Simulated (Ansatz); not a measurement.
Effect of biaxial strain +2.42 %, plane normal [001], relaxed out of plane on TiSi2

Start from TiSi$_{2}$ (space group Fddd, No. 70; a = 4.7601 Å, b = 8.1802 Å, c = 8.4994 Å). Axes: x, y, z lie along a, b, c of the conventional cell.

Modification: tensile biaxial strain of 2.42 % in the plane normal to [001], as in epitaxy on a mismatched substrate; the out-of-plane cell vector and the atoms relax.

Method: Ansatz (a quantum-chemistry and plane-wave program), PBEsol, PAW, cutoff 420 eV, scalar-relativistic without spin-orbit coupling, earlier PAW set. Γ-centred 13×13×13 mesh, Fermi–Dirac width 0.05 eV.

```json
[
 {"quantity": "volume per atom", "base": "13.79 Å³", "changed": "14.37 Å³", "shift": "+0.58 Å³"},
 {"quantity": "space group", "base": "Fddd (No. 70)", "changed": "Fddd (No. 70)", "shift": "–"},
 {"quantity": "shortest interatomic distance", "base": "2.516 Å", "changed": "2.527 Å", "shift": "+0.0100 Å"},
 {"quantity": "energy relative to the base (free energy F)", "base": "0 meV/atom", "changed": "+16 meV/atom", "shift": "+16 meV/atom"},
 {"quantity": "band gap", "base": "zero", "changed": "zero", "shift": "–"},
 {"quantity": "out-of-plane strain (rough)", "base": "–", "changed": "-0.66 %", "shift": "–"},
 {"quantity": "mean in-plane stress (compression positive) (rough)", "base": "–", "changed": "-7.4 GPa", "shift": "–"}
]
```

Without a gap, meshes like the base's 13×13×13 leave anisotropic stresses uncertain by several tenths of a GPa, and small strain energies with them. No phonon test of stability was made. All final runs are without spin polarisation.
